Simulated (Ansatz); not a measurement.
The density of states at the Fermi level in a series of structures.

Cell A: TiSi2 (Fddd), 6 atoms in the cell; spin state with PBE: run without spin, k-point mesh 10×10×10 on the run's own vectors.
```
TiSi2
1.0
    2.40351     4.13487     0.00000
    2.40351    -4.13487     0.00000
   -2.40351     0.00000    -4.28050
Ti Si
2 4
Direct
  0.50000   0.50000   0.00000
  0.75000   0.25000   0.50000
  0.83696   0.16304   0.00000
  0.16304   0.83696   0.00000
  0.41304   0.58696   0.50000
  0.08696   0.91304   0.50000
```

Cell B: ZrSi2 (Cmcm), 6 atoms in the cell; this is a cell from a database of computed structures that this text hasn't matched to a measured one, k-point mesh 10×10×10 on the run's own vectors.
```yaml
crystal:
  lattice:
    - [0.00000, 0.00000, 3.67941]
    - [-3.70415, 0.00000, 0.00000]
    - [1.85207, -7.39489, 0.00000]
  atoms:
    - { symbol: Zr, position: [0.75000, 0.89465, 0.78930] }
    - { symbol: Zr, position: [0.25000, 0.10535, 0.21070] }
    - { symbol: Si, position: [0.25000, 0.44691, 0.89382] }
    - { symbol: Si, position: [0.75000, 0.55309, 0.10618] }
    - { symbol: Si, position: [0.75000, 0.25029, 0.50058] }
    - { symbol: Si, position: [0.25000, 0.74971, 0.49942] }
```

Cell C: WSi2 (I4/mmm), 3 atoms in the cell; spin state with PBE: run without spin, k-point mesh 12×12×12 on the run's own vectors.
```
CELL_PARAMETERS angstrom
      3.22867     0.00000     0.00000
      0.00000     3.22867     0.00000
     -1.61434    -1.61434     3.93439
ATOMIC_POSITIONS crystal
  Si 0.33447 0.33447 0.66894
  Si 0.66553 0.66553 0.33106
  W  0.00000 0.00000 0.00000
```

Cell D: CoSi2 (Fm-3m), 3 atoms in the cell; spin state with PBE: no moments, k-point mesh 12×12×12 on the run's own vectors.
```
CoSi2
1.0
    0.00000     2.67976     2.67976
    2.67976     0.00000     2.67976
    2.67976     2.67976     0.00000
Co Si
1 2
Direct
  0.00000   0.00000   0.00000
  0.75000   0.75000   0.75000
  0.25000   0.25000   0.25000
```

Plane-wave PAW calculations with Ansatz (an electronic-structure program), its default PAW set, cutoff 500 eV. The structures are at rest with PBE; other levels are single points on them. Neutral cells; Fermi-Dirac smearing of at most 0.05 eV in the solids, energies taken to zero width. The lattices are those relaxed with PBE, so at other levels the solids can be strained. The structures are the rest points that the relaxations reached, not proven lowest. Spin-orbit coupling is left out. A dispersion term ran beside these levels; it doesn't touch the electrons. Both spins, broadened by a Gaussian of 0.2 eV on the run's mesh.

Problem. Predict the density of states at the Fermi level (states/eV per atom) of each cell with r2SCAN.

Solution. 
```csv
cell,r2SCAN
A,0.34
B,0.22
C,0.09
D,0.34
```

With r2SCAN the value is lowest for C and highest for A and D.
